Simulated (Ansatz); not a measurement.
Input and output of a self-consistent single point for TiAl (P4/mmm, 2 atoms in the cell) (Ansatz, an electronic-structure program).

Method: PBE, PAW files (plane waves; Ansatz).

The change in words: lattice scaled by 0.98. Reference geometry:
```yaml
crystal:
  lattice:
    - [2.77618, 0.00000, 0.00000]
    - [0.00000, 2.77618, 0.00000]
    - [0.00000, 0.00000, 4.01640]
  atoms:
    - { symbol: Ti, position: [0.50000, 0.50000, 0.50000] }
    - { symbol: Al, position: [0.00000, 0.00000, 0.00000] }
```

Reference input (self-consistent single point, DFT, PBE, plane waves, PAW files): kpoints.mp_grid.grid = 12 12 8; hamiltonian.xc = pbe; hamiltonian.pseudopotentials = {kind: paw} (the program's default PAW files); scf.occupations.method = fermi_dirac; scf.occupations.width = 0.1 eV. This run's input differs from it in these lines:

```diff
@@ -3,5 +3,5 @@
   lattice:
-    - [2.77617800, 0.00000000, 0.00000000]
-    - [0.00000000, 2.77617800, 0.00000000]
-    - [0.00000000, 0.00000000, 4.01640300]
+    - [2.72065400, 0.00000000, 0.00000000]
+    - [0.00000000, 2.72065400, 0.00000000]
+    - [0.00000000, 0.00000000, 3.93607500]
   atoms:
```

The program printed (abridged):

```
SCF iter   1: F=—  HF=-3038.094359 eV  |F-HF|=—  |Δ(HF+E_count)|=         —  Δρ=4.36e-2  dr2=5.34e-1  ethr=3.10e-3  ⟨swp⟩=4.9  Hψ=8458  notcnv=0
all-band conjugate gradients solve this SCF's bands
preconditioner: auto → none
SCF iter   2: F=—  HF=-3037.953775 eV  |F-HF|=—  |Δ(HF+E_count)|=   1.41e-1  Δρ=2.40e-2  dr2=1.98e-1  ethr=3.10e-3  ⟨swp⟩=2.0  Hψ=3338  notcnv=0
SCF iter   3: F=—  HF=-3037.868146 eV  |F-HF|=—  |Δ(HF+E_count)|=   8.56e-2  Δρ=3.37e-3  dr2=4.69e-3  ethr=1.32e-3  ⟨swp⟩=2.0  Hψ=2799  notcnv=0
SCF iter   4: F=—  HF=-3037.866871 eV  |F-HF|=—  |Δ(HF+E_count)|=   1.27e-3  Δρ=8.65e-4  dr2=2.59e-4  ethr=3.13e-5  ⟨swp⟩=2.3  Hψ=3169  notcnv=0
SCF iter   5: F=—  HF=-3037.866804 eV  |F-HF|=—  |Δ(HF+E_count)|=   6.77e-5  Δρ=1.87e-4  dr2=1.07e-5  ethr=1.73e-6  ⟨swp⟩=2.3  Hψ=2159  notcnv=0
SCF iter   6: F=—  HF=-3037.866753 eV  |F-HF|=—  |Δ(HF+E_count)|=   5.08e-5  Δρ=3.00e-5  dr2=1.88e-7  ethr=7.11e-8  ⟨swp⟩=2.2  Hψ=2255  notcnv=0
SCF iter   7: F=-3037.866753 eV  HF=-3037.866753 eV  |F-HF|=1.11e-10  |Δ(HF+E_count)|=   8.52e-9  Δρ=3.07e-6  dr2=1.73e-9  ethr=6.67e-10  ⟨swp⟩=4.9  Hψ=6997  notcnv=0
SCF 1 converged in 7 iterations: F = -3037.866753 eV  dr2 = 1.73e-9
Free energy (F): -3037.866753 eV
Internal energy: -3037.812554 eV  (E = F + TS)
E sigma→0 (E₀):  -3037.839654 eV
Entropy (-TS):   -0.054199 eV (-27.099 meV/atom)
Fermi energy:    12.389368 eV
--- Forces (eV/Å), atoms counted from 1 ---
  atom   1  Ti     0.00000000    -0.00000000     0.00000000
  atom   2  Al     0.00000000     0.00000000     0.00000000
--- Stress (GPa, compression-positive) ---
       15.451553       0.000000       0.000000
        0.000000      15.451553       0.000000
        0.000000       0.000000      14.842385
  P = ⅓ Tr σ = 15.2485 GPa (152.485 kbar)
  The stress holds the Pulay correction. Without it, at fixed plane waves, as pw.x and ABINIT print it: P = 15.1996 GPa
```

The run converged in 7 iterations. Against the reference run the free energy goes up by 59.2 meV/atom and the pressure goes from 6.02 to 15.25 GPa.

The starting cell comes from a database of computed structures (which also holds hypothetical and non-ambient phases and stackings), without a prior relaxation at this level. Its lattice was rescaled by a random factor within 2.5 % of one. For this run, on top of that: lattice scaled by 0.98. Spin polarisation is off. With a pressure of about 15 GPa the cell is away from its equilibrium volume at this level. Ansatz's pressure includes its estimate of the finite-basis (Pulay) stress.

Keys are those of Ansatz 0.2.
